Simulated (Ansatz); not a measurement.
## Worked example: self-consistent single point of the (001) slab of LuP (cut from a parent of space group no. 225; 8 atoms in the cell) in Ansatz

Method of the run: LDA (PW92), default PAW files made with PBE (plane waves; Ansatz, an electronic-structure program).

This input was run:

Ansatz 0.2 input:
```yaml
crystal:
  lattice:
    - [3.886324, 0.000000, 0.000000]
    - [-3.886324, 3.886324, 0.000000]
    - [0.000000, 0.000000, 22.244107]
  atoms:
    - { symbol: Lu, position: [0.000000, 0.000000, 0.438228] }
    - { symbol: Lu, position: [0.000000, 0.500000, 0.314690] }
    - { symbol: Lu, position: [0.000000, 0.000000, 0.685310] }
    - { symbol: Lu, position: [0.000000, 0.500000, 0.561772] }
    - { symbol: P, position: [0.000000, 0.500000, 0.438228] }
    - { symbol: P, position: [0.000000, 0.000000, 0.314690] }
    - { symbol: P, position: [0.000000, 0.500000, 0.685310] }
    - { symbol: P, position: [0.000000, 0.000000, 0.561772] }
basis:
  ecutwfc: 420.0
kpoints:
  mp_grid:
    grid: [7, 7, 1]
hamiltonian:
  xc: lda
  pseudopotentials:
    kind: paw
scf:
  occupations:
    method: fermi_dirac
    width: 0.1
output:
  forces: true
  eigenvalues: true
  stress: true
```

Output (repeated stretches shortened):

```
WARN ansatz: RAYON_NUM_THREADS=1 ignored (pool sized by the plan → 1); use --threads N
Pseudopotentials: kind: paw
Pseudopotential: Lu, paw, valence charge 25
Pseudopotential: P, paw, valence charge 5
Crystal: 8 atoms, lattice volume = 335.964 Å³
Basis set: ecut = 420 eV, 6627 PW (Γ)
Bands: 72, of which v1, the nominal top of the filled ones, is band 60 counted from 1 (59 counted from 0)
Symmetry: 16 space group operations
Space group: P4/nmm (ITA 129), of the structure as read, at distance tolerance 7.0e-5 Å
k-points: 10 of 49
PAW frozen core: Lu, regenerated for the run's functional, and the local potential with it
PAW frozen core: P, regenerated for the run's functional, and the local potential with it
Initial density: superposition of atomic densities (neutral atoms: chi_scale 0, normalization atom), corrected by the library's trained network
Initial wavefunctions: pseudopotential atomic-orbital guess
Eigensolver: davidson
Functional: x = slater, c = lda
SCF iter   1: F=—  HF=-60886.701327 eV  |F-HF|=—  |Δ(HF+E_count)|=         —  Δρ=3.59e-3  dr2=7.77e-2  ethr=1.77e-3  ⟨swp⟩=9.7  Hψ=3409  notcnv=0
all-band conjugate gradients solve this SCF's bands
preconditioner: auto → LDOS
SCF iter   2: F=—  HF=-60886.723636 eV  |F-HF|=—  |Δ(HF+E_count)|=   2.23e-2  Δρ=3.87e-3  dr2=2.02e-1  ethr=6.47e-5  ⟨swp⟩=4.5  Hψ=2244  notcnv=0  defer=23
SCF iter   3: F=—  HF=-60886.689354 eV  |F-HF|=—  |Δ(HF+E_count)|=   3.43e-2  Δρ=1.45e-3  dr2=2.60e-2  ethr=6.47e-5  ⟨swp⟩=4.9  Hψ=1993  notcnv=0  defer=23
SCF iter   4: F=—  HF=-60886.683482 eV  |F-HF|=—  |Δ(HF+E_count)|=   5.87e-3  Δρ=4.01e-4  dr2=1.18e-3  ethr=2.17e-5  ⟨swp⟩=2.1  Hψ=1300  notcnv=0  defer=10
SCF iter   5: F=—  HF=-60886.683390 eV  |F-HF|=—  |Δ(HF+E_count)|=   9.25e-5  Δρ=9.60e-5  dr2=4.46e-5  ethr=9.86e-7  ⟨swp⟩=2.1  Hψ=1308  notcnv=0  defer=10
SCF iter   6: F=—  HF=-60886.683662 eV  |F-HF|=—  |Δ(HF+E_count)|=   2.72e-4  Δρ=7.28e-5  dr2=2.67e-5  ethr=3.71e-8  ⟨swp⟩=3.0  Hψ=1737  notcnv=0  defer=10
SCF iter   7: F=—  HF=-60886.683656 eV  |F-HF|=—  |Δ(HF+E_count)|=   6.33e-6  Δρ=2.14e-5  dr2=2.03e-6  ethr=2.22e-8  ⟨swp⟩=2.0  Hψ=1260  notcnv=0  defer=10
SCF iter   8: F=—  HF=-60886.683655 eV  |F-HF|=—  |Δ(HF+E_count)|=   3.13e-7  Δρ=7.18e-6  dr2=3.20e-7  ethr=1.69e-9  ⟨swp⟩=2.0  Hψ=1300  notcnv=0  defer=10
SCF iter   9: F=-60886.683655 eV  HF=-60886.683655 eV  |F-HF|=2.60e-8  |Δ(HF+E_count)|=   9.36e-8  Δρ=2.38e-6  dr2=2.62e-8  ethr=8.33e-11  ⟨swp⟩=15.4  Hψ=4961  notcnv=0
SCF 1 converged in 9 iterations: F = -60886.683655 eV  dr2 = 2.62e-8
SCF converged after 9 iterations
Free energy (F): -60886.683655 eV
Harris-Foulkes:  -60886.683655 eV  (|F-HF|=2.60e-8)
Internal energy: -60886.660033 eV  (E = F + TS)
E sigma→0 (E₀):  -60886.671844 eV
Entropy (-TS):   -0.023622 eV (-2.953 meV/atom)
Fermi energy:    4.240444 eV
--- Per-component energies (eV) ---
  E_band       = -966.540644
  E_kinetic    = 1960.338802
  E_local      = -114408.209006  (includes V_loc(G=0)·N_el)
  E_nonlocal   = 2489.472516
  E_hartree    = 54460.384300
  E_xc         = -1112.934480
  E_vxc        = -1278.464734  (∫ρ·V_xc dr)
  E_paw        = -30704.001925  (= ΣΔE_a)
  E_vpaw       = 1349.504191  (= ΣTr[D̂ρ^β])
  E_aug_tail   = 0.000130  (compensation charges beyond the density's cutoff)
  E_ewald      = 26418.545685
  E_core_change = 9.743945  (= ΣΔE_core)
  E_smearing   = -0.023622  (= −TS)
  E_closure    = -0.000000  (closes the sum)
  Σ components = -60886.683655   (vs F -60886.683655, Δ=0.00e0)
--- Forces (eV/Å), atoms counted from 1 ---
  atom   1  Lu    -0.00000000     0.00000000     0.05967242
  atom   2  Lu    -0.00000000     0.00000000     1.01607952
  atom   3  Lu     0.00000000     0.00000000    -1.01607952
  atom   4  Lu     0.00000000     0.00000000    -0.05967242
  atom   5  P     -0.00000000     0.00000000    -0.21265433
  atom   6  P     -0.00000000     0.00000000    -0.34647341
  atom   7  P      0.00000000     0.00000000     0.34647341
  atom   8  P      0.00000000     0.00000000     0.21265433
  max |Σ_I F_I| component: 2.78e-17 eV/Å
--- Stress (GPa, compression-positive) ---
       -3.904314       0.000000      -0.000000
        0.000000      -3.904314       0.000000
       -0.000000       0.000000      -2.431469
  P = ⅓ Tr σ = -3.4134 GPa (-34.134 kbar)
  The stress holds the Pulay correction. Without it, at fixed plane waves, as pw.x and ABINIT print it: P = -3.4367 GPa
--- Band table (eV; the first three rows and the last of 10) ---
  k-point 0: bands = ["-51.8065", "-51.8065", "-51.3972", "-51.3933", "-22.6406", "-22.6406", "-22.3989", "-22.3989", "-22.3988", "-22.3988", "-22.1666", "-22.0964", "-22.0964", "-22.0828", "-22.0628", "-22.0628", "-6.6525", "-6.0773", "-5.5310", [...]
  k-point 1: bands = ["-51.8061", "-51.8061", "-51.3966", "-51.3931", "-22.6392", "-22.6390", "-22.4191", "-22.4187", "-22.3966", "-22.3965", "-22.1645", "-22.1227", "-22.0927", "-22.0800", "-22.0766", "-22.0624", "-6.4601", "-5.8957", "-5.3707", [...]
  k-point 2: bands = ["-51.8053", "-51.8053", "-51.3952", "-51.3928", "-22.6361", "-22.6356", "-22.4635", "-22.4627", "-22.3915", "-22.3915", "-22.1720", "-22.1667", "-22.1051", "-22.0833", "-22.0787", "-22.0623", "-5.9411", "-5.4184", "-4.9739", [...]
  k-point 9: bands = ["-51.8029", "-51.8029", "-51.3916", "-51.3914", "-22.6232", "-22.6232", "-22.4773", "-22.4772", "-22.4763", "-22.4760", "-22.1846", "-22.1827", "-22.1406", "-22.1336", "-22.1109", "-22.1048", "-5.2511", "-5.1874", "-4.8623", [...]
```

The run converged in 9 iterations.

The starting cell comes from a database of computed structures (which also holds hypothetical and non-ambient phases and stackings), without a prior relaxation at this level. The slab is cut from that crystal, and its faces are unrelaxed. Its lattice was rescaled by up to half a per cent. Spin-orbit coupling is off. Spin polarisation is off, though cut faces can carry moments. Forces in this geometry exceed 1 eV/Å.
